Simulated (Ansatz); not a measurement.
The parent structure is ZrS$_{2}$ in the CdI2 type structure (space group P-3m1, No. 164; a = 3.5781 Å, c = 5.5398 Å; layered, stacked along the Cartesian z axis).

Now apply this change: a free-standing slab of 2 layers (6 atoms, 3 a layer) is cut normal to the stacking axis, with 15 Å of vacuum and the in-plane cell relaxed.

Levels (all Ansatz, a first-principles code, PAW): PBEsol-D3(BJ) (420 eV, no spin-orbit coupling); PBEsol+SOC (420 eV, noncollinear with spin-orbit coupling).

The geometry is relaxed with PBEsol-D3(BJ).

* **PBEsol-D3(BJ) band gap**: 0.82 eV
* **PBEsol-D3(BJ) valence-band top at Γ**: 0.00, 0.00, -0.14 eV

Predict the band gap, valence-band top at Γ and hole mass from PBEsol+SOC.

The band gap decreases by 0.043 eV, from 0.82 eV to 0.77 eV; the valence-band top at Γ (three highest Kramers pairs, from the VBM) changes from 0.00, 0.00, -0.14 eV to 0.00, -0.08, -0.14 eV; the hole mass (in plane) is 0.24 mₑ (at Γ).

Single points use the geometry relaxed with PBEsol-D3(BJ). Differences between runs with and without spin-orbit coupling are approximate. Masses are band curvatures over ±0.01 Å⁻¹ around the edge. Whether these cells are dynamically stable was not tested. A zero or small gap of ZrS2 can be the functional's error rather than a property of the material.
